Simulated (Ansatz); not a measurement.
Ansatz (a program for electronic structure) run on Cs₂YAuI₆ (Fm-3m, 10 atoms in the cell): self-consistent single point.

Computed with LDA (PW92), default PAW files made with PBE (plane waves; Ansatz).

```yaml
crystal:
  lattice:
    - [0.00000, 6.06562, 6.06562]
    - [6.06562, 0.00000, 6.06562]
    - [6.06562, 6.06562, 0.00000]
  atoms:
    - { symbol: Cs, position: [0.25000, 0.25000, 0.25000] }
    - { symbol: Cs, position: [0.75000, 0.75000, 0.75000] }
    - { symbol: Au, position: [0.50000, 0.50000, 0.50000] }
    - { symbol: Y, position: [0.00000, 0.00000, 0.00000] }
    - { symbol: I, position: [0.74910, 0.25090, 0.25090] }
    - { symbol: I, position: [0.25090, 0.74910, 0.74910] }
    - { symbol: I, position: [0.25090, 0.74910, 0.25090] }
    - { symbol: I, position: [0.74910, 0.25090, 0.74910] }
    - { symbol: I, position: [0.25090, 0.25090, 0.74910] }
    - { symbol: I, position: [0.74910, 0.74910, 0.25090] }
```

Reference input (self-consistent single point, DFT, LDA (PW92), plane waves, default PAW files made with PBE): basis.ecutwfc = 420 eV; kpoints.mp_grid.grid = 3 3 3; hamiltonian.xc = lda; hamiltonian.pseudopotentials = {kind: paw} (the program's default PAW files); scf.occupations.method = gaussian; scf.occupations.width = 0.05 eV. This run's input differs from it in these lines:

Ansatz 0.2 input:
```diff
@@ -18,2 +18,3 @@
   ecutwfc: 420.0 eV
+  ecutrho_ratio: 2
 kpoints:
```

Output (repeated stretches shortened):

```
SCF iter   1: F=—  HF=-71766.307499 eV  |F-HF|=—  |Δ(HF+E_count)|=         —  Δρ=3.96e-3  dr2=3.56e-2  ethr=1.77e-3  ⟨swp⟩=7.8  Hψ=1483  notcnv=0  defer=6
all-band conjugate gradients solve this SCF's bands
preconditioner: auto → Resta (q_TF=auto, 2.275 Å⁻¹)
SCF iter   2: F=—  HF=-71766.301654 eV  |F-HF|=—  |Δ(HF+E_count)|=   5.84e-3  Δρ=2.08e-3  dr2=1.12e-2  ethr=2.37e-5  ⟨swp⟩=2.0  Hψ=574  notcnv=0  defer=25
   [... lines left out ...]
SCF iter   5: F=—  HF=-71766.299970 eV  |F-HF|=—  |Δ(HF+E_count)|=   3.62e-4  Δρ=4.08e-5  dr2=9.82e-6  ethr=2.85e-8  ⟨swp⟩=2.0  Hψ=613  notcnv=0  defer=25
SCF iter   6: F=—  HF=-71766.299968 eV  |F-HF|=—  |Δ(HF+E_count)|=   1.79e-6  Δρ=9.97e-6  dr2=9.88e-7  ethr=6.55e-9  ⟨swp⟩=2.0  Hψ=613  notcnv=0  defer=25
SCF iter   7: F=—  HF=-71766.299968 eV  |F-HF|=—  |Δ(HF+E_count)|=   5.31e-8  Δρ=3.72e-6  dr2=2.05e-7  ethr=6.58e-10  ⟨swp⟩=2.2  Hψ=479  notcnv=0  defer=25
SCF iter   8: F=-71766.299968 eV  HF=-71766.299968 eV  |F-HF|=1.04e-8  |Δ(HF+E_count)|=   2.81e-8  Δρ=1.39e-6  dr2=1.89e-8  ethr=6.67e-11  ⟨swp⟩=14.8  Hψ=1793  notcnv=0
SCF 1 converged in 8 iterations: F = -71766.299968 eV  dr2 = 1.89e-8
Free energy (F): -71766.299968 eV
Internal energy: -71766.299968 eV  (E = F + TS)
E sigma→0 (E₀):  -71766.299968 eV
Fermi energy:    4.983917 eV
--- Forces (eV/Å), atoms counted from 1 ---
  atom   1  Cs     0.00000000    -0.00000000    -0.00000000
  atom   2  Cs     0.00000000    -0.00000000    -0.00000000
  atom   3  Au    -0.00000000    -0.00000000     0.00000000
  atom   4  Y      0.00000000    -0.00000000    -0.00000000
  atom   5  I     -0.01214241    -0.00000000     0.00000000
  atom   6  I      0.01214241    -0.00000000     0.00000000
  atom   7  I      0.00000000    -0.01214241     0.00000000
  atom   8  I      0.00000000     0.01214241    -0.00000000
  atom   9  I      0.00000000    -0.00000000    -0.01214241
   [... lines left out ...]
        0.000000       0.000000      -2.450133
  P = ⅓ Tr σ = -2.4501 GPa (-24.501 kbar)
  The stress holds the Pulay correction, which leaves out the density cutoff's part. Without it, at fixed plane waves, as pw.x and ABINIT print it …
settings of this run that can trade accuracy for cost: basis.ecutrho_ratio < 4. Do not mix this run's numbers with those of runs without the same settings …
```

The run converged in 8 iterations. Against the reference run the free energy goes down by 1.1 meV/atom, the pressure stays at -2.45 GPa, the largest force stays at 0.012 eV/Å and the gap on the mesh stays at 1.065 eV. The full log also holds: “WARN basis.ecutrho_ratio = 2 (ecutrho = 840 eV) is below the records' recommended cutoff”.

The starting cell was generated: these elements placed on a structure prototype, without a prior relaxation; it need not be a known phase or ordering of this composition. Its lattice was rescaled by a random factor within 2.5 % of one. Spin-orbit coupling is off. Ansatz's pressure includes its estimate of the finite-basis (Pulay) stress. The cutoff lies below the one recommended for these files.
